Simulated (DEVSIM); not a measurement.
System: Pd/SiO2/p-Ge capacitor, at 400 K.

```tsv
layer (left to right)	material	thickness (nm)	Na (cm⁻³)
1	SiO2	1.60	-
2	Ge	2900	4.2e16
```

Metal gate on the left, work function 5.2 eV. Fixed charge at the semiconductor interface 1.5e10 cm⁻² (in units of +e); no interface traps.

The device is made up for the run: typed textbook-type constants, with dimensions and the other settings drawn at random. Values at 300 K; Nc and Nv go as T^1.5, mobilities as T to minus their exponent, the gap by Varshni's rule with the affinity fixed.

```tsv
parameter	SiO2	Ge
gap (eV)	9	0.664
affinity (eV)	0.9	4
permittivity	3.9	16
Nc (cm⁻³)	-	1.04e19
Nv (cm⁻³)	-	6e18
Varshni α (eV/K)	-	0.000477
Varshni β (K)	-	235
```

Simulated with DEVSIM: 1D Poisson equation in equilibrium, Boltzmann statistics, complete ionisation; no quantum confinement or tunnelling. Metal contacts follow the ideal Schottky-Mott rule: no Fermi-level pinning, no interface dipoles.

Base results: flat-band voltage (V) 0.76; capacitance of the dielectric stack (μF/cm²) 2.16; threshold voltage (band bending 2φF) (V) 1.02; minimum of the low-frequency capacitance (μF/cm²) 0.193.

**Question.** What follows from this one change: gate work function 5.2 → 5.05 eV?

**Answer.** flat-band voltage 0.76 → 0.61 V; capacitance of the dielectric stack little changed (2.16 μF/cm²); threshold voltage (band bending 2φF) 1.02 → 0.87 V; minimum of the low-frequency capacitance little changed (0.193 μF/cm²).

**Question.** What follows from this one change: interface trap density 0 → 2e+12 cm^-2 eV^-1?

**Answer.** flat-band voltage 0.76 → 0.74 V; capacitance of the dielectric stack little changed (2.16 μF/cm²); threshold voltage (band bending 2φF) 1.02 → 1.04 V; minimum of the low-frequency capacitance 0.193 → 0.427 μF/cm².

**Question.** What follows from this one change: temperature 400 → 250 K?

**Answer.** flat-band voltage 0.76 → 0.62 V; capacitance of the dielectric stack little changed (2.16 μF/cm²); threshold voltage (band bending 2φF) 1.02 → 1.13 V; minimum of the low-frequency capacitance 0.193 → 0.111 μF/cm².

**Question.** What follows from this one change: SiO2 thickness 0.0016 → 0.0019 μm?

**Answer.** flat-band voltage little changed (0.76 V); capacitance of the dielectric stack 2.16 → 1.82 μF/cm²; threshold voltage (band bending 2φF) little changed (1.03 V); minimum of the low-frequency capacitance little changed (0.190 μF/cm²).
